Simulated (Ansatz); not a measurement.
Base system: As in the A7 type structure (space group R-3m, No. 166; a = 3.783 Å, c = 10.109 Å (hexagonal axes); layered).

(Cell as relaxed with PBE-D3(BJ).)

Levels (all Ansatz, a program for electronic structure, PAW): PBE-D3(BJ) (420 eV, spin-orbit coupling left out); PBEsol-D3(BJ) (420 eV, no SOC).

Each level relaxes its own structure.

```csv
base,PBE-D3(BJ),PBEsol-D3(BJ)
volume per atom,20.89 Å³,19.75 Å³
lattice parameter a,3.783 Å,3.745 Å
band gap,zero,zero
```

One thing is altered: cell and atoms relaxed at a pressure of 3 GPa.

```csv
quantity,PBE-D3(BJ),PBEsol-D3(BJ)
c/a ratio,2.613,2.563
volume per atom,19.87 Å³,18.94 Å³
```

PBE-D3(BJ)'s c/a ratio lies 0.050 above PBEsol-D3(BJ)'s; PBE-D3(BJ)'s volume per atom lies 0.93 Å³ above PBEsol-D3(BJ)'s (4.9 %). Neither level is exact; PBEsol-D3(BJ) is the comparison here, not a measurement.

A case with no gap was solved on a k-mesh chosen for an insulator, which is coarse for it. Load acts through the strain it causes; cell and atoms are relaxed under it. Whether these cells are dynamically stable was not tested.
